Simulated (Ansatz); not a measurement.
A calculation on ZnWO4 (P2/c, No. 13) returned equilibrium volume per atom 10.54 Å³/atom, formation enthalpy -2.248 eV/atom.

For reference: equilibrium volume per atom 11.07 Å³/atom (measured, 293 K, copied from a table, unchecked, not corrected to a static lattice; as tabulated in Acta Chemica Scandinavica 53, 1103 (1999)).

Question: Which level of theory produced these numbers?
A. r²SCAN+rVV10 (Ansatz, a quantum-chemistry and plane-wave program)
B. LDA (Ansatz)
C. r²SCAN-D4 (Ansatz)
D. r²SCAN (Ansatz)

Answer: B, LDA (Ansatz)

The others give: r²SCAN+rVV10 10.84 Å³/atom, -2.184 eV/atom; r²SCAN 10.96 Å³/atom, -2.141 eV/atom; r²SCAN-D4 10.87 Å³/atom, -2.175 eV/atom.

Unless a cell is named, each level is at its own relaxed cell (LDA 10.54, r²SCAN 10.96, r²SCAN-D4 10.87, r²SCAN+rVV10 10.84 Å³/atom).

Caveats: a distance lies near a switch of the dispersion term, which can move the cell (r²SCAN-D4). Ansatz's density-functional and Hartree–Fock values are scalar-relativistic unless marked +SOC, with PAW data made under PBE.
